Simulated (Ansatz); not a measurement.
Data:

```
CaS
1.0
    3.91675     0.00000     0.00000
    1.95838     3.39201     0.00000
    1.95838    -1.13067     3.29175
Ca S
1 1
Direct
  0.00000   0.00000   0.00000
  0.00000   0.50000   0.50000
```

No spin polarisation.

Level of theory: Ansatz (a quantum-chemistry and plane-wave program) PBEsol, scalar-relativistic without spin-orbit coupling. k-mesh 10×10×10 (Γ-centred); smearing 0.05 eV (Fermi–Dirac).

Question: What pressure (mean of the normal stresses, compression positive) does the calculation give?

Answer: 1.37 GPa.

Question: What band gap does the calculation give?

Answer: 2.04 eV.

The cells carry an imposed strain or load. Stability against distortions was not tested. The cell was made from CaS in the rock salt structure (space group Fm-3m, No. 225) by this change: biaxial strain −1.67 %, plane normal [111], relaxed out of plane.
